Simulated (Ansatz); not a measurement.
Results of PBEsol (PAW; Ansatz, a quantum-chemistry and plane-wave program) for cubic perovskite CsSnI3 (cubic high-temperature phase).

Settings: plane-wave cutoff 520 eV, 6×6×6 k mesh, Fermi–Dirac smearing 0.01 eV, scalar-relativistic PAW data made under PBE.

Properties against volume:

```
V (Å³/atom)  P (GPa)  smallest gap on the k mesh (eV)
-----------  -------  -------------------------------
43.441          1.27                            0.000
44.366          0.79                            0.000
45.290          0.37                            0.015
46.214          0.00                            0.111
47.138         -0.34                            0.203
48.063         -0.65                            0.290
48.987         -0.93                            0.372
```

Note: the relaxation could not lower the start's symmetry, so the cell can be a saddle point above a distorted one.

Spin–orbit coupling is not included; it can close the smallest gap of 0.11 eV.
